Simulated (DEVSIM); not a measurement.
Structure: abrupt GaAs n-p junction, at 350 K.

```csv
layer (left to right),material,thickness (μm),Nd (cm⁻³),Na (cm⁻³),τn (s),τp (s)
1,GaAs,0.270,5.5e16,-,5.9e-9,5.9e-9
2,GaAs,3.00,-,8.9e16,5.9e-9,5.9e-9
```

Left contact: ohmic. Right contact: ohmic. Voltage is applied to the left contact. Recombination: SRH at mid-gap, Auger. Mobility is constant in doping.

Constants are typed, rounded textbook-type inputs, not results; the design itself was drawn at random and stands for no fabricated device. Values at 300 K; Nc and Nv go as T^1.5, mobilities as T to minus their exponent, the gap by Varshni's rule with the affinity fixed.

```tsv
parameter	GaAs
gap (eV)	1.424
affinity (eV)	4.07
permittivity	12.9
Nc (cm⁻³)	4.7e17
Nv (cm⁻³)	9e18
μn (cm²/Vs)	8500
μp (cm²/Vs)	400
T exponent of μn	2.1
T exponent of μp	2.2
Cn (cm⁶/s)	1e-30
Cp (cm⁶/s)	1e-30
Varshni α (eV/K)	0.000541
Varshni β (K)	204
```

DEVSIM, 1D drift-diffusion, Boltzmann statistics, complete ionisation; no tunnelling, impact ionisation, image-force lowering or self-heating.

**Question.** Tabulate band edges, carrier densities and field at zero bias.

**Answer.** Energies count from the Fermi level of the right contact; mesh points crowd at the junctions.

| x (μm) | Ec (eV) | Ev (eV) | n (cm⁻³) | p (cm⁻³) | field (V/cm) |
|---|---|---|---|---|---|
| 0.000 | 0.072 | -1.329 | 5.5e16 | < 1e2 | 21 |
| 0.01601 | 0.072 | -1.329 | 5.5e16 | < 1e2 | 29 |
| 0.04310 | 0.072 | -1.329 | 5.5e16 | < 1e2 | 96 |
| 0.08253 | 0.073 | -1.328 | 5.3e16 | < 1e2 | 690 |
| 0.1648 | 0.134 | -1.267 | 7.0e15 | < 1e2 | 24000 |
| 0.2151 | 0.346 | -1.055 | 6.3e12 | 7200 | 61000 |
| 0.2448 | 0.562 | -0.839 | 4.8e9 | 9300000 | 84000 |
| 0.2695 | 0.793 | -0.608 | 2200000 | 2.0e10 | 100000 |
| 0.2867 | 0.954 | -0.447 | 11000 | 4.1e12 | 82000 |
| 0.3149 | 1.136 | -0.265 | < 1e2 | 1.7e15 | 47000 |
| 0.3672 | 1.247 | -0.154 | < 1e2 | 6.9e16 | 4700 |
| 0.4962 | 1.255 | -0.146 | < 1e2 | 8.9e16 | ≈ 0 |
| 0.6680 | 1.255 | -0.146 | < 1e2 | 8.9e16 | ≈ 0 |
| 0.9866 | 1.255 | -0.146 | < 1e2 | 8.9e16 | ≈ 0 |
| 1.770 | 1.255 | -0.146 | < 1e2 | 8.9e16 | ≈ 0 |
| 2.390 | 1.255 | -0.146 | < 1e2 | 8.9e16 | ≈ 0 |
| 2.779 | 1.255 | -0.146 | < 1e2 | 8.9e16 | ≈ 0 |
| 2.989 | 1.255 | -0.146 | < 1e2 | 8.9e16 | ≈ 0 |
| 3.146 | 1.255 | -0.146 | < 1e2 | 8.9e16 | ≈ 0 |
| 3.210 | 1.255 | -0.146 | < 1e2 | 8.9e16 | ≈ 0 |
| 3.244 | 1.255 | -0.146 | < 1e2 | 8.9e16 | ≈ 0 |
| 3.270 | 1.255 | -0.146 | < 1e2 | 8.9e16 | ≈ 0 |
